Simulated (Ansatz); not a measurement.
Take AlN in the wurtzite structure (space group P6_3mc, No. 186; a = 3.107 Å, c = 4.978 Å) as the base.

Computed with DFT with r2SCAN, PAW potentials and a 500 eV plane-wave cutoff in Ansatz (a quantum-chemistry and plane-wave program), no spin-orbit coupling.

Before the change:

```
Property                                       Value
-----------------------------  ---------------------
Smallest direct gap                          4.88 eV
Width of the top valence band                2.41 eV
Band gap                                     4.88 eV
Valence-band top at Γ          0.00, -0.22, -0.22 eV
Gap character                            direct at Γ
```

Now apply this change: the cell is scaled by 0.9681 in all directions, atoms relaxed at fixed cell.

Problem. Estimate the effect on the smallest direct gap, width of the top valence band, band gap, valence-band top at Γ and gap character.

Solution. The smallest direct gap grows by 0.91 eV to 5.79 eV; the width of the top valence band grows by 0.16 eV to 2.57 eV; the band gap goes up by 0.88 eV to 5.76 eV; the valence-band top at Γ (three highest levels, from the VBM) goes from 0.00, -0.22, -0.22 eV to 0.00, -0.26, -0.26 eV; the gap character changes from direct at Γ to indirect, Γ → K.

The cells carry an imposed strain or load. Whether these cells are dynamically stable was not tested.
